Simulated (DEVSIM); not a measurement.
Structure: abrupt GaAs p-n junction, at 400 K.

Layer 1 from the left is GaAs, thickness (μm) 0.0220, Na (cm⁻³) 2.6e17, τn (s) 8.4e-9, τp (s) 8.4e-9. Layer 2 from the left is GaAs, thickness (μm) 13.0, Nd (cm⁻³) 2.9e15, τn (s) 8.4e-9, τp (s) 8.4e-9.

Left contact: ohmic. Right contact: ohmic. Voltage is applied to the left contact. Recombination: SRH at mid-gap, Auger. Mobility is constant in doping.

This is a model device: material constants are rounded textbook-type values typed into the input, and sizes, dopings and lifetimes were drawn at random. Values at 300 K; Nc and Nv go as T^1.5, mobilities as T to minus their exponent, the gap by Varshni's rule with the affinity fixed.

GaAs: gap (eV) 1.424, affinity (eV) 4.07, permittivity 12.9, Nc (cm⁻³) 4.7e17, Nv (cm⁻³) 9e18, μn (cm²/Vs) 8500, μp (cm²/Vs) 400, T exponent of μn 2.1, T exponent of μp 2.2, Cn (cm⁶/s) 1e-30, Cp (cm⁶/s) 1e-30, Varshni α (eV/K) 0.000541, Varshni β (K) 204.

Task: Estimate by hand the built-in potential, the peak field at zero bias, the capacitance at -6 V, and compare with a numerical solution.

Result: 
- Built-in potential: ni = √(Nc Nv) exp(−Eg/2kT) = 6.67e9 cm⁻³ with Eg = 1.377 eV; Vbi = kT/q ln(Na Nd/ni²) = 1.050 V; numerical 1.050 V.
- Peak field at zero bias: depletion approximation: W = √(2εVbi/(qN)) = 0.722 μm with N = 2.87e15 cm⁻³; field = 2Vbi/W = 29100 V/cm; numerical 38700 V/cm (estimate below by 25 %).
- Capacitance at -6 V: C = √(qεN / 2(Vbi + |V|)) = 6.10 nF/cm²; numerical 6.14 nF/cm² (estimate below by 0.66 %).

Model (solved in DEVSIM): 1D drift-diffusion, Boltzmann statistics, complete ionisation; no tunnelling, impact ionisation, image-force lowering or self-heating.
